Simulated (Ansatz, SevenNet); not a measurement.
## Al2Cu (I4/mcm, No. 140): equilibrium lattice constant a by level of theory

No measured value is used here.

```
level (code)              value (Å)
------------------------  ---------
SevenNet-l3i5 (SevenNet)      6.046
LDA (Ansatz)                  5.939
BLYP (Ansatz)                 6.135
PBE (Ansatz)                  6.057
PBE-D3(BJ) (Ansatz)           5.969
PBEsol-D3(BJ) (Ansatz)        5.921
rVV10 (Ansatz)                6.064
r²SCAN (Ansatz)               5.997
r²SCAN-D4 (Ansatz)            5.973
r²SCAN+rVV10 (Ansatz)         5.986
HSE06 (Ansatz)                6.067
```

HSE06: hybrids on metals are sensitive to the k mesh and can open a false gap. Cutoffs and k meshes differ between the levels. Ansatz's density-functional and Hartree–Fock values are scalar-relativistic unless marked +SOC, with PAW data made under PBE.

Machine-learned potentials (SevenNet-l3i5) are trained on DFT data, which may include these solids.

Ansatz is a program for electronic structure.
